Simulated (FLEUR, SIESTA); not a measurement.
A SIESTA input for a self-consistent single point of ZnCu₃ (P-6m2, 4 atoms in the cell) (DFT, LDA PW92, numerical atomic orbitals DZP, PseudoDojo LDA standard norm-conserving potentials (rewritten from UPF to PSML)):

```
# files in the folder: Zn.psml Cu.psml (PseudoDojo LDA standard)
SystemName  ZnCu3
SystemLabel siesta

NumberOfAtoms                4
NumberOfSpecies              2
%block ChemicalSpeciesLabel
  1 30 Zn
  2 29 Cu
%endblock ChemicalSpeciesLabel
LatticeConstant              2.510231 Ang
%block LatticeVectors
     1.000000000    0.000000000    0.000000000
    -0.499999801    0.866025079    0.000000000
     0.000000000    0.000000000    3.278438518
%endblock LatticeVectors
AtomicCoordinatesFormat      Fractional
%block AtomicCoordinatesAndAtomicSpecies
     0.666667000    0.333333000    0.000000000  1
     0.666667000    0.333333000    0.500000000  2
     0.333333000    0.666667000    0.254070000  2
     0.333333000    0.666667000    0.745930000  2
%endblock AtomicCoordinatesAndAtomicSpecies

XC.functional                LDA
XC.authors                   PW92
PAO.BasisSize                DZP
PAO.EnergyShift              0.01 Ry
MeshCutoff                   400 Ry
%block kgrid.MonkhorstPack
   12   0   0  0.0
    0  12   0  0.0
    0   0   3  0.0
%endblock kgrid.MonkhorstPack
OccupationFunction           MP
OccupationMPOrder            0
ElectronicTemperature        100.0 meV

MaxSCFIterations             150
SCF.Mixer.Method             Pulay
SCF.Mixer.Weight             0.2
SCF.Mixer.History            6
SCF.DM.Tolerance             1.0E-05
Diag.ParallelOverK           true
WriteForces                  true
```

Question: Write the same calculation as an input for FLEUR.

Answer: One input that does it (others would too):

Input of the input generator:

```
ZnCu3 FLAPW
&input film=f /
4.7436482100 -0.0000002660 0.0000000000
-2.3718238746 4.1081199894 0.0000000000
0.0000000000 0.0000000000 15.5517619248
1.0
1.0 1.0 1.0

4
30 0.6666666667 0.3333333333 -0.0000000000
29 0.6666666667 0.3333333333 0.5000000000
29 0.3333333333 0.6666666667 0.2540700000
29 0.3333333333 0.6666666667 0.7459300000

&comp jspins=1 /
&exco xctyp='pz' /
&kpt div1=12 div2=12 div3=3 gamma=t /
&end /
```

```xml
<?xml version="1.0" encoding="UTF-8" standalone="no"?>
<fleurInput fleurInputVersion="0.39">
   <comment>
      ZnCu3 FLAPW                                                                                         
   </comment>
   <calculationSetup>
      <cutoffs Kmax="3.5" Gmax="14.0" GmaxXC="14.0" numbands="0"/>
      <scfLoop itmax="80" minDistance="0.00001" maxIterBroyd="99" imix="Anderson" alpha="0.05" precondParam="0.0" spinf="2.0"/>
      <coreElectrons ctail="T" frcor="F" kcrel="0" coretail_lmax="0"/>
      <xcFunctional name="pz" relativisticCorrections="F"/>
      <magnetism jspins="1"/>
      <soc l_soc="F" theta="0.0" phi="0.0" spav="F"/>
      <expertModes spex="0" secvar="F"/>
      <geometryOptimization l_f="T" forcealpha="1.0" forcemix="BFGS" epsdisp="0.00001" epsforce="0.00001"/>
      <ldaU l_linMix="F" mixParam="0.05" spinf="1.0"/>
   </calculationSetup>
   <cell>
      <bzIntegration valenceElectrons="45.0" mode="gauss" fermiSmearingEnergy="0.00367493">
         <kPointListSelection listName="default-1"/>
         <!-- k-points included here -->
         <xi:include xmlns:xi="http://www.w3.org/2001/XInclude" href="kpts.xml"> </xi:include>
      </bzIntegration>
      <!-- symmetry operations included here -->
      <xi:include xmlns:xi="http://www.w3.org/2001/XInclude" href="sym.xml"> </xi:include>
      <bulkLattice scale="1.0">
         <bravaisMatrix>
            <row-1>    4.7436482099999999    -0.0000002660000000     0.0000000000000000</row-1>
            <row-2>   -2.3718238746000000     4.1081199893999996     0.0000000000000000</row-2>
            <row-3>    0.0000000000000000     0.0000000000000000    15.5517619247999992</row-3>
         </bravaisMatrix>
      </bulkLattice>
   </cell>
   <atomSpecies>
      <species name="Zinc (Zn)" element="Zn" atomicNumber="30">
         <mtSphere radius="2.26" gridPoints="781" logIncrement="0.016"/>
         <atomicCutoffs lmax="8" lnonsphr="6"/>
         <electronConfig flipSpins="F">
            <coreConfig>(1s1/2) (2s1/2) (2p1/2) (2p3/2) (3s1/2) (3p1/2) (3p3/2)</coreConfig>
            <valenceConfig>(4s1/2) (3d3/2) (3d5/2)</valenceConfig>
         </electronConfig>
         <energyParameters s="4" p="4" d="3" f="4"/>
         <lo type="HELO" l="2" n="4" eDeriv="0"/>
      </species>
      <species name="Copper (Cu)" element="Cu" atomicNumber="29">
         <mtSphere radius="2.24" gridPoints="773" logIncrement="0.016"/>
         <atomicCutoffs lmax="8" lnonsphr="6"/>
         <electronConfig flipSpins="F">
            <coreConfig>(1s1/2) (2s1/2) (2p1/2) (2p3/2) (3s1/2) (3p1/2) (3p3/2)</coreConfig>
            <valenceConfig>(4s1/2) (3d3/2) (3d5/2)</valenceConfig>
            <stateOccupation state="(4s1/2)" spinUp="0.5" spinDown="0.5"/>
         </electronConfig>
         <energyParameters s="4" p="4" d="3" f="4"/>
         <lo type="HELO" l="2" n="4" eDeriv="0"/>
      </species>
   </atomSpecies>
   <atomGroups>
      <atomGroup species="Zinc (Zn)">
         <relPos label="                   1">-1.000/3.000 1.000/3.000 .0000000000</relPos>
         <force calculate="T" relaxXYZ="TTT"/>
      </atomGroup>
      <atomGroup species="Copper (Cu)">
         <relPos label="                   2">-1.000/3.000 1.000/3.000 1.000/2.000</relPos>
         <force calculate="T" relaxXYZ="TTT"/>
      </atomGroup>
      <atomGroup species="Copper (Cu)">
         <relPos label="                   3">1.000/3.000 -1.000/3.000 .2540700000</relPos>
         <relPos label="                   4">1.000/3.000 -1.000/3.000 -.2540700000</relPos>
         <force calculate="T" relaxXYZ="TTT"/>
      </atomGroup>
   </atomGroups>
   <output dos="F" band="F" slice="F">
      <checks vchk="F" cdinf="F"/>
      <bandDOS minEnergy="-.5*Htr" maxEnergy="0.5*Htr" sigma="0.015" storeEVData="T"/>
      <vacuumDOS vacdos="F" integ="F" star="F" nstars="0" locx1="0.0" locy1="0.0" locx2="0.0" locy2="0.0" nstm="0" tworkf="0.0"/>
      <unfoldingBand unfoldBand="F" supercellX="1" supercellY="1" supercellZ="1"/>
      <plotting iplot="0" polar="F">
         <plot TwoD="T" vec1="  1.0  0.0  0.0" vec2="  0.0  1.0  0.0" vec3="  0.0  0.0  1.0" zero="  0.0  0.0  0.0" file="plot"/>
      </plotting>
      <chargeDensitySlicing numkpt="0" minEigenval="0.0" maxEigenval="0.0" nnne="0" pallst="F"/>
      <specialOutput eonly="F"/>
      <magneticCircularDichroism mcd="F" energyLo="-10.0" energyUp="0.0"/>
   </output>
  <!-- We include the file relax.xml here to enable relaxations (see documentation) -->
  <xi:include xmlns:xi="http://www.w3.org/2001/XInclude" href="relax.xml"> <xi:fallback/> </xi:include>
</fleurInput>
```

Basis settings and potentials, where a program has them, do not carry over. This input uses DFT, LDA (Perdew-Zunger), all-electron FLAPW (FLEUR), scalar-relativistic valence. LDA parametrisations can differ slightly between programs.

The starting cell comes from a database of computed structures (which also holds hypothetical and non-ambient phases and stackings), without a prior relaxation at this level. For this run, on top of that: lattice scaled by 0.98.
